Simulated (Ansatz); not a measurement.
Start from KTaO3 in the cubic perovskite structure (space group Pm-3m, No. 221).

```
KTaO3
1.0
    3.99012     0.00000     0.00000
    0.00000     3.99012     0.00000
    0.00000     0.00000     3.99012
K Ta O
1 1 3
Direct
  0.00000   0.00000   0.00000
  0.50000   0.50000   0.50000
  0.00000   0.50000   0.50000
  0.50000   0.50000   0.00000
  0.50000   0.00000   0.50000
```

Calculations: DFT with r2SCAN, PAW potentials and a 500 eV plane-wave cutoff in Ansatz (a program for electronic structure), no spin-orbit coupling.

One change was made to it. Results:

| quantity | base | after |
|---|---|---|
| density | 7.01 g/cm³ | 7.84 g/cm³ |
| shortest interatomic distance | 1.995 Å | 1.922 Å |
| band gap | 2.63 eV | 2.90 eV |

Problem. Which of these changes matches the shifts?
(A) pressure 1.8 GPa
(B) pressure 4.2 GPa
(C) pressure 60 GPa
(D) pressure 30 GPa
(E) pressure 9 GPa

Solution. D, pressure 30 GPa. For comparison, the band gap in the other runs: pressure 1.8 GPa gives 2.65 eV; pressure 9 GPa gives 2.73 eV; pressure 4.2 GPa gives 2.68 eV; pressure 60 GPa gives 3.07 eV.

Spin-orbit coupling, missing from the scalar runs, can matter with Ta. Load acts through the strain it causes; cell and atoms are relaxed under it. Stability against distortions was not tested. No other phases were tried under pressure.
